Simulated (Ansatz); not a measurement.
MoSi2: Si → P

The reference is MoSi$_{2}$ (space group I4/mmm, No. 139; a = 3.1904 Å, c = 7.8211 Å).

Modification: P takes the place of Si on all its sites, then cell and atoms are relaxed.

Method: Kohn–Sham DFT with the PBEsol functional, run in Ansatz (a first-principles code) with PAW and 420 eV plane waves, spin-orbit coupling left out, earlier PAW set. Γ-centred 20×20×20 mesh, Fermi–Dirac width 0.05 eV.

```
quantity                                   base           changed         shift
-----------------------------  ----------------  ----------------  ------------
density                              6.35 g/cm³        6.57 g/cm³  +0.226 g/cm³
lattice parameter a                     3.190 Å           3.191 Å      +0.001 Å
c/a ratio                                 2.451             2.455        +0.004
space group                    I4/mmm (No. 139)  I4/mmm (No. 139)             –
shortest interatomic distance           2.580 Å           2.585 Å      +0.005 Å
band gap                                   zero              zero             –
```

Stability against distortions was not tested. As relaxed here, MoP2 is a hypothetical phase, not in the database extracts checked. The final runs are not spin-polarised. MoP2 has a high density of states at the Fermi level and may be magnetic at this level.
